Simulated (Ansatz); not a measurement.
MgO (Fm-3m), PBE, rigid bands (Ansatz, an electronic-structure program): Condition of this run: functional PBE, cell relaxed with it. band gap 4.46 eV, N_c = 5.23e18 cm⁻³ and N_v = 3.12e20 cm⁻³ at 300 K, conductivity masses of 0.347 mₑ (electrons) and 2.38 mₑ (holes). Take k_BT = 0.02585 eV.

Question: What thermal injection velocity √(2k_BT/πm) limits a ballistic channel?

Answer: 9.13e6 cm/s for electrons and 3.49e6 cm/s for holes, a ratio of √(m_h/m_e) = 2.62, for dilute carriers.

Question: A film of it is 5 nm thick. Estimate the confinement energies in an infinite well.

Answer: ħ²π²/(2m t²) = 0.376 eV·nm²/(m/mₑ × t²) gives 43.3 meV for electrons and 6.32 meV for holes, so the gap would widen to about 4.51 eV. Finite barriers and nonparabolic bands lower this, and with several valleys or bands the heaviest mass along the normal sets the lowest level, not this average.

Question: Find the intrinsic carrier density and the intrinsic Fermi level.

Answer: n_i = √(N_c N_v) exp(−E_g/2k_BT) = 4.04e19 × exp(−86.26) = 1.4e-18 cm⁻³. The level lies (k_BT/2) ln(N_v/N_c) = 53 meV from mid-gap (positive towards the conduction band). Each 0.1 eV added to the gap lowers n_i by a factor of 6.9.

Rigid, parabolic bands with the computed gap; masses take one relaxation time for all states. Spin-orbit coupling is left out.
